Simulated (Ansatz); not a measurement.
Start from CsPbBr$_{3}$ in the cubic perovskite structure (space group Pm-3m, No. 221; a = 5.770 Å). Axes: x, y, z lie along the cube axes.

Calculations: LDA (Ansatz, a first-principles code), no SOC.

For the base:

The pressure is 0.0 kbar.

It is then changed as follows: compressive biaxial strain of 2.00 % in the plane normal to [111], as in epitaxy on a mismatched substrate; the out-of-plane cell vector and the atoms relax.

Question: Estimate the effect on the pressure.

Answer: The pressure (mean of the normal stresses, compression positive) goes from zero to 2.5 kbar.

Question: What does the calculation give for the out-of-plane strain after the change?

Answer: The out-of-plane strain comes out as +3.09 %.

No phonon test of stability was made. Many cubic perovskites are stable only at high temperature; tilts and polar distortions were not tested. This is not the structure that CsPbBr3 has at room temperature and ambient pressure.
